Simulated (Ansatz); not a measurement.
Bond-angle distributions (per cent of the angles at each element, bins of 10°) of a relaxed model of amorphous Si₂₀Zr₄O₄₈ at 2.80 g/cm³. Level of theory: PBE, scalar-relativistic without spin-orbit coupling (plane waves to 420 eV, PAW; Ansatz, an electronic-structure program).

A CHGNet melt-quench gave the starting glass, which DFT then relaxed. O atoms were pushed apart under 1.9 Å during the dynamics, to hinder bonds among them. The hot cell started wider than the set density and was brought back towards it in steps. It is the lowest in DFT energy of 2 quenches. It is a model cell: composition and starting density were chosen by hand, and all elements were melted together. No dispersion term was used. Its density started from a set value of 2.75 and ended at 2.80 g/cm³. The simulated quench (nominally 470 K/ps over its main leg) is rapid and tends to freeze in more defects than a deposited or slowly cooled glass has. One small periodic cell is one sample of the glass; other quenches scatter about these values. Volume and shape were free in the relaxation.

Neighbours within Si-Si 2.60 Å, Si-Zr 2.93 Å, Si-O 1.90 Å, Zr-Zr 3.41 Å, Zr-O 2.65 Å, O-O 1.58 Å count as bonded. Two cations that share two anions don't count as bonded, nor two that share one unless they lie closer than Si-Si 2.38 Å, Si-Zr 2.85 Å, Zr-Zr 3.32 Å.

```tsv
angle (°)	at Si	at Zr	at O
50-60	0	0	0
60-70	0	4	0
70-80	0	12	0
80-90	0	24	0
90-100	4	14	8
100-110	48	18	3
110-120	45	6	10
120-130	3	0	18
130-140	0	8	20
140-150	0	2	20
150-160	0	4	10
160-170	0	6	8
170-180	0	2	2
```

They go with these counts of neighbours within the cut-offs, cation contacts included: Si mean 4.0, most often 4; Zr mean 5.5, most often 5; O mean 2.1, most often 2.
